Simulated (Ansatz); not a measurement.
For B (model structure, started from the simple cubic type, Pm-3m, No. 221, 1 atom in the cell), PBEsol in Ansatz (PAW) gives:

lattice parameter a: 1.877 Å
cohesive energy: 5.62 eV/atom

What does r²SCAN+rVV10 (Ansatz, an electronic-structure program, plane waves, PAW) give for the same quantities?


- lattice constant a: 1.885 Å (grows by 0.4 %)
- cohesive energy: 5.11 eV/atom (shrinks by 0.51 eV/atom)

Changes are worked out from the printed values.

Unless a cell is named, each level is at its own relaxed cell (PBEsol 6.62, r²SCAN+rVV10 6.70 Å³/atom).

Ansatz's density-functional and Hartree–Fock values are scalar-relativistic unless marked +SOC, with PAW data made under PBE.

A model structure was made by putting elements into a prototype or built by hand; it is no filed structure, need not be a known phase, and can be a saddle point held by its symmetry.
